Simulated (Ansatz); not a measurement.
# A self-consistent single point of ZrIr3 (Pm-3m, 4 atoms in the cell) with Ansatz

Computed with LDA (PW92), default PAW files made with PBE (plane waves; Ansatz, an electronic-structure program).

Input:

Ansatz 0.2 input:
```yaml
# ZrIr3
crystal:
  lattice:
    - [3.971559, 0.000000, 0.000000]
    - [0.000000, 3.971559, 0.000000]
    - [0.000000, 0.000000, 3.971559]
  atoms:
    - { symbol: Zr, position: [0.000000, 0.000000, 0.000000] }
    - { symbol: Ir, position: [0.500000, 0.500000, 0.000000] }
    - { symbol: Ir, position: [0.000000, 0.500000, 0.500000] }
    - { symbol: Ir, position: [0.500000, 0.000000, 0.500000] }
basis:
  ecutwfc: 30.9 Ry
kpoints:
  mp_grid:
    grid: [8, 8, 8]
hamiltonian:
  xc: lda
  pseudopotentials:
    kind: paw
scf:
  occupations:
    method: fermi_dirac
    width: 0.0073 Ry
output:
  forces: true
  eigenvalues: true
  stress: true
```

Output, abridged:

```
WARN ansatz: RAYON_NUM_THREADS=1 ignored (pool sized by the plan → 1); use --threads N
Pseudopotentials: kind: paw
Pseudopotential: Zr, paw, valence charge 12
Pseudopotential: Ir, paw, valence charge 17
Crystal: 4 atoms, lattice volume = 62.645 Å³
Basis set: ecut = 420.4159175005146 eV, 1237 PW (Γ)
Bands: 38, of which v1, the nominal top of the filled ones, is band 32 counted from 1 (31 counted from 0)
Symmetry: 48 space group operations
Space group: Pm-3m (ITA 221), of the structure as read, at distance tolerance 4.0e-5 Å
k-points: 35 of 512
PAW frozen core: Zr, regenerated for the run's functional, and the local potential with it
PAW frozen core: Ir, regenerated for the run's functional, and the local potential with it
Initial density: superposition of atomic densities (neutral atoms: chi_scale 0, normalization atom), corrected by the library's trained network
Initial wavefunctions: pseudopotential atomic-orbital guess
Eigensolver: davidson
Functional: x = slater, c = lda
SCF iter   1: F=—  HF=-39070.595435 eV  |F-HF|=—  |Δ(HF+E_count)|=         —  Δρ=6.87e-3  dr2=2.17e-2  ethr=1.77e-3  ⟨swp⟩=5.0  Hψ=4291  notcnv=0
all-band conjugate gradients solve this SCF's bands
preconditioner: auto → Kerker (q_TF=auto, 2.731 Å⁻¹)
SCF iter   2: F=—  HF=-39070.594378 eV  |F-HF|=—  |Δ(HF+E_count)|=   1.06e-3  Δρ=3.60e-3  dr2=5.88e-3  ethr=3.45e-5  ⟨swp⟩=1.8  Hψ=1844  notcnv=0
SCF iter   3: F=—  HF=-39070.593643 eV  |F-HF|=—  |Δ(HF+E_count)|=   7.36e-4  Δρ=3.94e-4  dr2=8.65e-5  ethr=9.34e-6  ⟨swp⟩=1.9  Hψ=1541  notcnv=0
SCF iter   4: F=—  HF=-39070.593635 eV  |F-HF|=—  |Δ(HF+E_count)|=   8.02e-6  Δρ=5.57e-5  dr2=1.62e-6  ethr=1.37e-7  ⟨swp⟩=2.0  Hψ=1692  notcnv=0
SCF iter   5: F=—  HF=-39070.593635 eV  |F-HF|=—  |Δ(HF+E_count)|=   2.20e-7  Δρ=1.28e-5  dr2=1.73e-7  ethr=2.57e-9  ⟨swp⟩=2.1  Hψ=1968  notcnv=0
SCF iter   6: F=-39070.593635 eV  HF=-39070.593635 eV  |F-HF|=3.86e-9  |Δ(HF+E_count)|=   3.68e-8  Δρ=3.05e-6  dr2=7.59e-9  ethr=1.59e-10  ⟨swp⟩=4.5  Hψ=4104  notcnv=0
SCF 1 converged in 6 iterations: F = -39070.593635 eV  dr2 = 7.59e-9
SCF converged after 6 iterations
Free energy (F): -39070.593635 eV
Harris-Foulkes:  -39070.593635 eV  (|F-HF|=3.86e-9)
Internal energy: -39070.499233 eV  (E = F + TS)
E sigma→0 (E₀):  -39070.546434 eV
Entropy (-TS):   -0.094402 eV (-23.601 meV/atom)
Fermi energy:    21.690219 eV
--- Per-component energies (eV) ---
  E_band       = -413.302648
  E_kinetic    = 2205.011221
  E_local      = -4161.451131  (includes V_loc(G=0)·N_el)
  E_nonlocal   = 322.661938
  E_hartree    = 1555.370647
  E_xc         = -961.216951
  E_vxc        = -1092.190765  (∫ρ·V_xc dr)
  E_paw        = -29708.607397  (= ΣΔE_a)
  E_vpaw       = -798.075406  (= ΣTr[D̂ρ^β])
  E_aug_tail   = 0.000168  (compensation charges beyond the density's cutoff)
  E_ewald      = -8323.872935
  E_core_change = 1.605207  (= ΣΔE_core)
  E_smearing   = -0.094402  (= −TS)
  E_closure    = 0.000000  (closes the sum)
  Σ components = -39070.593635   (vs F -39070.593635, Δ=0.00e0)
--- Forces (eV/Å), atoms counted from 1 ---
  atom   1  Zr     0.00000000    -0.00000000    -0.00000000
   [... zero for the other atoms too ...]
  max |Σ_I F_I| component: 2.06e-28 eV/Å
--- Stress (GPa, compression-positive) ---
      -12.821943       0.000000       0.000000
        0.000000     -12.821943       0.000000
        0.000000       0.000000     -12.821943
  P = ⅓ Tr σ = -12.8219 GPa (-128.219 kbar)
  The stress holds the Pulay correction. Without it, at fixed plane waves, as pw.x and ABINIT print it: P = -12.8685 GPa
--- Band table (eV; the first three rows and the last of 35) ---
  k-point 0: bands = ["-70.2914", "-70.2506", "-70.2506", "-27.2695", "-27.2695", "-27.2695", "-27.0180", "-27.0180", "-27.0180", "-26.8951", "-26.8951", "-26.8951", "-26.3851", "-4.5207", "-4.5207", "-4.5207", "12.7332", "15.5494", "15.5494", [...]
  k-point 1: bands = ["-70.2900", "-70.2519", "-70.2506", "-27.2615", "-27.2615", "-27.2606", "-27.0204", "-27.0204", "-27.0187", "-26.9183", "-26.9009", "-26.9009", "-26.3708", "-4.5402", "-4.5242", "-4.5242", "12.9540", "15.6738", "15.7288", [...]
  k-point 2: bands = ["-70.2862", "-70.2558", "-70.2505", "-27.2401", "-27.2401", "-27.2343", "-27.0283", "-27.0283", "-27.0204", "-26.9761", "-26.9149", "-26.9149", "-26.3396", "-4.5868", "-4.5324", "-4.5324", "13.5827", "15.9579", "16.2339", [...]
  k-point 34: bands = ["-70.2640", "-70.2640", "-70.2640", "-27.4060", "-27.2150", "-27.2150", "-27.2150", "-26.9321", "-26.9321", "-26.8883", "-26.8883", "-26.8883", "-26.3762", "-4.5702", "-4.5702", "-4.5702", "15.2234", "15.2234", "15.2234", [...]
```

The run converged in 6 iterations.

The starting cell comes from a database of computed structures (which also holds hypothetical and non-ambient phases and stackings), without a prior relaxation at this level. Its lattice was rescaled by up to half a per cent. Spin-orbit coupling is off. Spin polarisation is off. With a pressure of about -13 GPa the cell is away from its equilibrium volume at this level. Ansatz's pressure includes its estimate of the finite-basis (Pulay) stress.
